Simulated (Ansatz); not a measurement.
Input and output of a relaxation of cell and atoms for TlS (I4/mcm, 8 atoms in the cell) (Ansatz, a quantum-chemistry and plane-wave program).

Method: LDA (PW92), default PAW files made with PBE (plane waves; Ansatz).

```yaml
crystal:
  lattice:
    - [-3.86577, 3.86577, 3.39808]
    - [3.86577, -3.86577, 3.39808]
    - [3.86577, 3.86577, -3.39808]
  atoms:
    - { symbol: Tl, position: [0.25000, 0.25000, 0.00000] }
    - { symbol: Tl, position: [0.75000, 0.75000, 0.00000] }
    - { symbol: Tl, position: [0.25000, 0.75000, 0.50000] }
    - { symbol: Tl, position: [0.75000, 0.25000, 0.50000] }
    - { symbol: S, position: [0.67147, 0.17147, 0.84294] }
    - { symbol: S, position: [0.32853, 0.82853, 0.15706] }
    - { symbol: S, position: [0.17147, 0.32853, 0.50000] }
    - { symbol: S, position: [0.82853, 0.67147, 0.50000] }
```

Reference input (self-consistent single point, DFT, PBEsol, plane waves, default PAW files made with PBE): basis.ecutwfc = 30.9 Ry; kpoints.mp_grid.grid = 7 7 7; kpoints.mp_grid.shift = 0.5 0.5 0.5; hamiltonian.xc = pbesol; hamiltonian.pseudopotentials = {kind: paw} (the program's default PAW files); scf.occupations.method = fixed. This run's input differs from it in these lines:

Ansatz 0.2 input:
```diff
@@ -22,3 +22,3 @@
 hamiltonian:
-  xc: pbesol
+  xc: lda
   pseudopotentials:
@@ -28,2 +28,4 @@
     method: fixed
+relax:
+  cell: {}
 output:
```

Log, with long lists cut:

```
   [... SCF lines of the steps left out ...]
relax step   1: F+E_penalty+E_count = -48065.99243070 eV  Δ(F+E_penalty+E_count) = +0.000e0 eV  max|allowed force component| = 2.168e-1 eV/Å  Δτ_max = 0.0000 Å  P = -0.742 GPa  Ω = 203.126 Å³  (6 SCF iters, dr2 threshold 1.00e-7 eV, accepted)
relax step   2: F+E_penalty+E_count = -48066.06328761 eV  Δ(F+E_penalty+E_count) = -7.086e-2 eV  max|allowed force component| = 5.778e-2 eV/Å  Δτ_max = 0.0910 Å  P = -0.111 GPa  Ω = 192.939 Å³  energy of the carried Pulay correction = +1.991e-3 eV  [...]
   [... lines left out ...]
relax step   4: F+E_penalty+E_count = -48066.06860965 eV  Δ(F+E_penalty+E_count) = -1.410e-4 eV  max|allowed force component| = 6.629e-4 eV/Å  Δτ_max = 0.0005 Å  P = +0.008 GPa  Ω = 193.038 Å³  energy of the carried Pulay correction = +1.972e-3 eV  [...]
relax step   5: F+E_penalty+E_count = -48066.06680379 eV  Δ(F+E_penalty+E_count) = +1.806e-3 eV  max|allowed force component| = 8.501e-4 eV/Å  Δτ_max = 0.0000 Å  P = +0.004 GPa  Ω = 193.038 Å³  stress off target by 7.82e-3 GPa  SCF on the basis [...]
basis re-selected at this cell: Δ(F+E_penalty+E_count) = +1.806e-3 eV, ΔP = -0.004 GPa vs the last step
the relaxation is at rest under the 16 symmetry operations that the run kept from its start: a minimum is not shown …
Stability not checked: this state was not tested for a lower state beside it, because too few of the mixer's solves of this state at the end of the SCF gave a …
Free energy (F): -48066.066804 eV
Internal energy: -48066.066804 eV  (E = F + TS)
   [... lines left out ...]
Fermi energy:    8.274410 eV
  cell:  # Å, volume = 193.0382 Å³
   [... lines left out ...]
    - { symbol: Tl, position: [0.75, 0.24999999999999997, 0.49999999999999994] }
    - { symbol: S, position: [0.6786927353843513, 0.17869273538435124, 0.8573854707687025] }
    - { symbol: S, position: [0.3213072646156488, 0.8213072646156487, 0.14261452923129753] }
    - { symbol: S, position: [0.1786927353843512, 0.3213072646156486, 0.4999999999999999] }
    - { symbol: S, position: [0.8213072646156487, 0.6786927353843512, 0.49999999999999994] }
```

The run converged. 

Summary of the result:
Free energy E − TS (on the zero of these files): -48066.0668 eV
Top of the valence band (on the code's own zero): 8.27 eV
Gap on the k-point mesh: 0.13 eV
Pressure: 0.00 GPa
Largest force (vector length): 0.001 eV/Å
Final cell: a = b = c = 6.3252 Å, α = β = 106.43°, γ = 115.73°
Final volume per atom: 24.13 Å³
Relaxation steps: 5

The starting cell comes from a database of computed structures (which also holds hypothetical and non-ambient phases and stackings), without a prior relaxation at this level. Its lattice was rescaled by a random factor within 2.5 % of one. Spin-orbit coupling is off. The relaxation keeps the symmetry of its start, so its end need not be a minimum. Ansatz's pressure includes its estimate of the finite-basis (Pulay) stress. The shifted mesh does not hold Γ, so a gap read on it misses any band edge there.

Cost on one core of a shared machine: roughly 2 min.
